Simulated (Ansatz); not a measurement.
## Bare wurtzite InP nanowire along [0001], 12 atoms a period

Levels: PBE (plane waves to 420 eV, PAW; Ansatz, a program for electronic structure); PBE with spin-orbit coupling in Ansatz; r2SCAN (plane waves to 500 eV, PAW; Ansatz); HSE06 in Ansatz. Unmarked values and the geometry are of the first. Mesh 1×1×6. No spin polarisation, so a magnetic state wasn't tested. It repeats along c; a and b span vacuum. An idealised model, cut from the bulk lattice. Only distortions within the start's symmetry and period were free. Values not marked SOC lack spin–orbit coupling. HSE06 ran on a 1×1×3 mesh and at PBE's edge points. Buckling under compression is shut out by symmetry and the short period.

```
Quantity                                                                                                               Value
---------------------------------------------------------  -----------------------------------------------------------------
period along the axis (12 atoms)                                                                                     6.543 Å
largest distance between nuclei across the axis                                                                       5.40 Å
energy over the bulk wurtzite InP                                                                              +445 meV/atom
PBE gap                                                    0.97 eV, nearly direct, from k = 0.302 × 2π/c to k = 0.292 × 2π/c
electron mass along the axis (PBE)                                                                                   0.44 mₑ
hole mass along the axis (PBE)                                                                                       0.50 mₑ
valence and conduction edges under the vacuum level (PBE)                                                   5.51 and 4.54 eV
PBE+SOC gap at this geometry                                                                                         0.97 eV
r2SCAN gap at this geometry                                                                                          1.21 eV
HSE06 gap at this geometry                                                                                           1.61 eV
axial stiffness dF/dε                                                                                                  24 nN
```

```yaml
crystal:
  lattice:
    - [15.50000, 0.00000, 0.00000]
    - [0.00000, 16.00000, 0.00000]
    - [0.00000, 0.00000, 6.54346]
  atoms:
    - { symbol: In, position: [0.38811, 0.43741, 0.00194] }
    - { symbol: P, position: [0.34907, 0.41558, 0.37406] }
    - { symbol: In, position: [0.38811, 0.56259, 0.50194] }
    - { symbol: P, position: [0.34907, 0.58442, 0.87406] }
    - { symbol: In, position: [0.50000, 0.37484, 0.50194] }
    - { symbol: P, position: [0.50000, 0.33116, 0.87406] }
    - { symbol: In, position: [0.50000, 0.62516, 0.00194] }
    - { symbol: P, position: [0.50000, 0.66884, 0.37406] }
    - { symbol: In, position: [0.61189, 0.43741, 0.00194] }
    - { symbol: P, position: [0.65093, 0.41558, 0.37406] }
    - { symbol: In, position: [0.61189, 0.56259, 0.50194] }
    - { symbol: P, position: [0.65093, 0.58442, 0.87406] }
```
